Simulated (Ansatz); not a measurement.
# MgO, response to strain

Base system: MgO in the rock salt structure (space group Fm-3m, No. 225; a = 4.2044 Å).

Strains are applied to the cell and any free atomic positions relax.

Calculations: Ansatz (a quantum-chemistry and plane-wave program), r2SCAN, PAW, cutoff 500 eV, no spin-orbit coupling.

Notes on the quantities. hole mass: degenerate bands, along [100]; energy relative to the base: free energy F.

| variant | hole mass | pressure | volume per atom | energy relative to the base |
|---|---|---|---|---|
| base | 0.42, 2.1, 2.1 mₑ (at Γ) | 0.00 GPa | 9.29 Å³ | 0 meV/atom |
| isotropic strain +0.50 % | 0.42, 2.1, 2.1 mₑ (at Γ) | -2.42 GPa | 9.43 Å³ | +1.1 meV/atom |
| isotropic strain +1.00 % | 0.41, 2.1, 2.1 mₑ (at Γ) | -4.68 GPa | 9.57 Å³ | +4.2 meV/atom |
| isotropic strain +1.50 % | 0.41, 2.1, 2.1 mₑ (at Γ) | -6.80 GPa | 9.71 Å³ | +9.3 meV/atom |
| isotropic strain +2.00 % | 0.41, 2.1, 2.1 mₑ (at Γ) | -8.77 GPa | 9.86 Å³ | +16 meV/atom |
| isotropic strain +2.50 % | 0.40, 2.2, 2.2 mₑ (at Γ) | [?] | 10.00 Å³ | [?] |
| isotropic strain +3.00 % | 0.40, 2.2, 2.2 mₑ (at Γ) | -12.34 GPa | 10.15 Å³ | +36 meV/atom |

### Question
Complete the table.

### Answer

- isotropic strain +2.50 %, pressure: -10.62 GPa
- isotropic strain +2.50 %, energy relative to the base: +25 meV/atom

The levels and masses belong to the bands next to the band gap. Masses are band curvatures over ±0.01 Å⁻¹ around the edge. Stability against distortions was not tested.
